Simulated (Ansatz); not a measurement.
Start from InP in the zinc blende structure (space group F-43m, No. 216; a = 5.907 Å). Axes: x, y, z lie along the cube axes.

Now apply this change: uniaxial strain ε_xx = −3.90 %, all other strain components held at zero, atoms relaxed at fixed cell.

Levels (all Ansatz, an electronic-structure program, PAW, earlier PAW set): r2SCAN (500 eV, no spin-orbit coupling); HSE06 (420 eV, without spin-orbit coupling); HSE06+SOC (420 eV, noncollinear with spin-orbit coupling).

One geometry, relaxed with r2SCAN, under each level:

The valence-band top lists the three highest levels at Γ (Kramers pairs under SOC), from the VBM.

```csv
level,band gap,lowest conduction level above the VBM at special points,valence-band top at Γ
r2SCAN,1.12 eV,Γ 1.12 eV; M 1.71 eV; N 1.75 eV,"0.00, -0.19, -0.19 eV"
HSE06,1.46 eV,Γ 1.46 eV; M 2.07 eV; N 2.15 eV,–
HSE06+SOC,1.45 eV,Γ 1.45 eV; M 2.06 eV; N 2.14 eV,"0.00, -0.16, -0.26 eV"
```

Single points use the geometry relaxed with r2SCAN. The spin-orbit shifts are approximate. No phonon test of stability was made. k-point labels follow each cell's own Brillouin zone.
